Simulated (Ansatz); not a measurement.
An Ansatz (a first-principles code) input (Kohn–Sham DFT with the PBE-D3(BJ) functional, run in Ansatz with PAW and 420 eV plane waves, spin-orbit coupling left out):

Ansatz 0.2 input:
```yaml
crystal:
  lattice:
    - [3.7345052875, 0, 0]
    - [-1.8672526438, 3.2341764496, 0]
    - [0, 0, 4.7729427731]
  atoms:
    - { symbol: Pt, position: [0, 0, 0] }
    - { symbol: Se, position: [0.3333333333, 0.6666666667, 0.2654973339] }
    - { symbol: Se, position: [0.6666666667, 0.3333333333, 0.7345026661] }
basis: { ecutwfc: 420, ecutrho_ratio: 4, xc_grid: 2, fft_grid_basis: typed }
kpoints: { mp_grid: { grid: [18, 18, 12] } }
hamiltonian:
  xc: pbe
  dispersion: d3bj
  pseudopotentials: { kind: paw }
scf: { occupations: { method: fermi_dirac, width: 0.1 }, convergence: { dr2_threshold: 0.0000000003 } }
relax: { f_tol: 0.005, max_steps: 50 }
output: { forces: true, stress: true }
checkpoint: { write: state.ck, write_every: 1000 }
```

Which symmetry and how many k-points will the program report, and about how many plane waves at Γ?

Space group P-3m1 (ITA 164) with 12 operations, k-points 394 of 3888, and 1119 plane waves at Γ.

And the final pressure?

2.65 GPa (compression positive).

The cells carry an imposed strain or load. Whether these cells are dynamically stable was not tested. The final runs are not spin-polarised. The cell was made from PtSe2 in the CdI2 type structure (space group P-3m1, No. 164; layered) by this change: isotropic strain −1.00 %.
